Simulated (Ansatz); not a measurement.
System: O vacancy in rock-salt MgO with all lengths changed by -1 % (charge state +2). These are PBE, PAW (plane waves to 420 eV; Ansatz, a first-principles code) values and carry that method's errors.

Cell of 64 host sites held at the strained lattice (strain from the relaxed PBE one, atoms relaxed); a 2×2×2 k-point mesh shifted by half a step; Fermi-Dirac width 0.01 eV, spin-restricted; finite-size errors left in. Energies are static. The charge state is imposed; whether it is stable for some Fermi level was not computed. Forms of the defect that were not tried may lie lower.

The only route run: one O atom jumps into the vacancy from a nearby O site; the atom moves 2.84 Å along (0.00, 0.48, 0.48) of the unit cell; the moving atom starts with neighbours 2 Mg at 2.07, 2 Mg at 2.11, 2 Mg at 2.16 Å and ends with 2 Mg at 2.07, 2 Mg at 2.11, 2 Mg at 2.16 Å. Its barrier is 2.29 eV. The saddle point's order was not checked, and it lies on a symmetry element of the cell, where a band can be held. The defect has 12 equivalent sites to jump to, 2.98 Å away. Attempt frequency: take 10 THz as a typical guess.

Q: Estimate the defect's diffusion coefficient at 800 K, how far it wanders in 1 h, and how much an error of 0.1 eV in the barrier would matter.

A: kT = 0.0689 eV, so each jump happens at Γ = ν exp(−E/kT) = 1.0e13 × exp(−33.22) ≈ 3.7e-02 s⁻¹. For uncorrelated jumps in a cubic host D = z λ² Γ / 6 = 12 × (2.98e-8 cm)² × 3.7e-02 / 6 ≈ 6.6e-17 cm²/s. The root-mean-square distance is √(6Dt) ≈ 10 nm. An error of 0.1 eV changes D by a factor exp(0.1/kT) ≈ 4.3, and the distance by its square root. This is the isolated defect's own diffusivity; trapping, its concentration and zero-point motion are left out.
